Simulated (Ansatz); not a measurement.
# C: uniaxial stress, 8 GPa compression along x

Base system: C in the diamond structure (space group Fd-3m, No. 227; a = 3.554 Å). Axes: x, y, z lie along the cube axes.

Now apply this change: uniaxial stress, 8 GPa compression along x; all other stress components relax to zero.

Calculations: PBEsol/PAW in Ansatz (a first-principles code), scalar-relativistic without spin-orbit coupling, earlier PAW set. k-mesh 16×16×16 (Γ-centred); smearing 0.05 eV (Fermi–Dirac).

```json
[
 {"quantity": "volume per atom", "base": "5.61 Å³", "changed": "5.58 Å³", "shift": "-0.03 Å³"},
 {"quantity": "space group", "base": "Fd-3m (No. 227)", "changed": "I4_1/amd (No. 141)", "shift": "–"},
 {"quantity": "shortest interatomic distance", "base": "1.539 Å", "changed": "1.536 Å", "shift": "-0.003 Å"},
 {"quantity": "energy relative to the base (free energy F)", "base": "0 meV/atom", "changed": "+1.1 meV/atom", "shift": "+1.1 meV/atom"},
 {"quantity": "band gap", "base": "4.04 eV", "changed": "3.82 eV", "shift": "-0.213 eV"},
 {"quantity": "gap character", "base": "–", "changed": "indirect, Γ → k = (0, 3/8, 3/8) in the run's primitive reciprocal basis", "shift": "–"},
 {"quantity": "electron mass", "base": "1.6 mₑ along k, 0.29 mₑ across (off the special points)", "changed": "1.6 mₑ along k, 0.29 mₑ across (off the special points)", "shift": "–"},
 {"quantity": "hole mass", "base": "–", "changed": "0.53 mₑ along k, 0.28 mₑ across (at Γ)", "shift": "–"},
 {"quantity": "valence-band top at Γ (three highest levels, from the VBM)", "base": "0.00, 0.00, 0.00 eV", "changed": "0.00, -0.13, -0.13 eV", "shift": "–"},
 {"quantity": "strain response (xx, yy, zz)", "base": "–", "changed": "(−0.77, +0.09, +0.09) %", "shift": "–"},
 {"quantity": "secant Young's modulus along x", "base": "–", "changed": "1000 GPa", "shift": "–"},
 {"quantity": "mean lateral Poisson ratio", "base": "–", "changed": "0.12", "shift": "–"}
]
```

Masses are band curvatures over ±0.01 Å⁻¹ around the edge. Along k means along the line from Γ to the band edge. Stability under load was not tested beyond the relaxation. k-point labels follow each cell's own Brillouin zone.
